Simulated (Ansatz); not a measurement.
System: cubic perovskite BaZrO3. Method: r²SCAN in Ansatz (PAW).

Settings: plane-wave cutoff 600 eV, 6×6×6 k mesh, scalar-relativistic PAW data made under PBE.

Computed at the level's own relaxed cell.

Hill averages of the elastic tensor: K = 163.4 GPa, G = 100.5 GPa. Volume 14.871 Å³/atom, mean atomic mass 55.310 u.

**Question.** Work out the density, the sound velocities of a polycrystal and the elastic Debye temperature at this level.

**Answer.** ρ = 1.66054 × 55.310/14.871 = 6.176 g/cm³. v_l = √[(K + 4G/3)/ρ] = 6.939 km/s and v_t = √(G/ρ) = 4.034 km/s. The mean follows from 3/v_m³ = 1/v_l³ + 2/v_t³: v_m = 4.476 km/s. Θ_D = (ħ/k_B) v_m (6π²/V)^(1/3) = 76.38 K Å s/km × 4.476 × 1.5850 Å⁻¹ = 542 K, counting all atoms of the cell.

Note: the relaxation could not lower the start's symmetry, so the cell can be a saddle point above a distorted one.

Ansatz is a program for electronic structure.
